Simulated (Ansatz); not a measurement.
Here is the system:

```
CELL_PARAMETERS angstrom
     -1.91386     1.91386     4.78407
      1.91386    -1.91386     4.78407
      1.91386     1.91386    -4.78407
ATOMIC_POSITIONS crystal
  Zn 0.50000 0.50000 0.00000
  Zn 0.25000 0.75000 0.50000
  O  0.30333 0.30333 0.00000
  O  0.05333 0.55333 0.50000
  O  0.44667 0.94667 0.50000
  O  0.69667 0.69667 0.00000
```

No spin polarisation.

A single point on TiO2 with a change (Ti → Zn), its geometry relaxed with PBEsol.

All numbers come from r2SCAN (Ansatz, a program for electronic structure; PAW; 500 eV plane waves; no spin-orbit coupling), earlier PAW set. Γ-centred 17×17×17 mesh, Fermi–Dirac width 0.05 eV.

**Question.** Estimate the band gap.

**Answer.** Zero.

**Question.** Predict the pressure.

**Answer.** -1.0 GPa.

Single points use the geometry relaxed with PBEsol. Stability against distortions was not tested. The final runs are not spin-polarised. The cell was made from TiO2 by this change: Ti → Zn; the result is a hypothetical phase, not in the database extracts checked.
